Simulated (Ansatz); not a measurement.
BN (model structure, started from the BeO type, P4₂/mnm, No. 136, 8 atoms in the cell)

Calculation: r²SCAN (PAW; Ansatz, an electronic-structure program).

Run with plane-wave cutoff 560 eV, 8×8×14 k mesh (along the axes of the cell as run), Fermi–Dirac smearing 0.01 eV, scalar-relativistic PAW data made under PBE.

Cell (relaxed at this level):

```
BN
1.0
    4.40262     0.00000     0.00000
    0.00000     4.40262     0.00000
    0.00000     0.00000     2.53883
B N
4 4
Direct
  0.32582   0.67418   0.00000
  0.67418   0.32582   0.00000
  0.82582   0.82582   0.50000
  0.17418   0.17418   0.50000
  0.31228   0.31228   0.00000
  0.68772   0.68772   0.00000
  0.18772   0.81228   0.50000
  0.81228   0.18772   0.50000
```

```yaml
band_gap: 5.36 eV (on the SCF k mesh)
direct gap at Γ: 7.73 eV
bulk_modulus: 367 GPa
```

Note: the bulk modulus is −V dP/dV from two relaxed cells at ±2 % in volume; the relaxation could raise the start's symmetry but not lower it, so the cell can be a saddle point.

Computed values are for the static lattice.

The result took around 3.0 core-minutes (rough).

A model structure was made by putting elements into a prototype or built by hand; it is no filed structure, need not be a known phase, and can be a saddle point held by its symmetry.
